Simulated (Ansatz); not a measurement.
Cells marked so need not be the phases stable at ambient conditions, and some may be hypothetical.

By PBEsol, each system below comes out a metal.

G/A = (e²/h) × open channels of both spins per area, as a mean over 0.1 eV about the Fermi level, without spin-orbit coupling, for the cells as given.

A. Nb (Im-3m, bcc (W type), 1 atom a cell, 18.3 Å³ an atom, -7 GPa at this level), current normal to (001)
B. SiNi2 (P6_3/mmc, not sure to be the ambient phase, 6 atoms a cell, 10.6 Å³ an atom), current normal to (110)
C. BiTe (Fm-3m, rock salt, not sure to be the ambient phase, 2 atoms a cell, 34.4 Å³ an atom, -2 GPa at this level), current normal to (111)

Problem. Rank these by ballistic conductance per area (lowest first), as PBEsol (Ansatz, an electronic-structure program) gives it.

Solution. B (0.98 × 10¹⁵ S/m²), C (1.2 × 10¹⁵ S/m²), A (1.9 × 10¹⁵ S/m²)
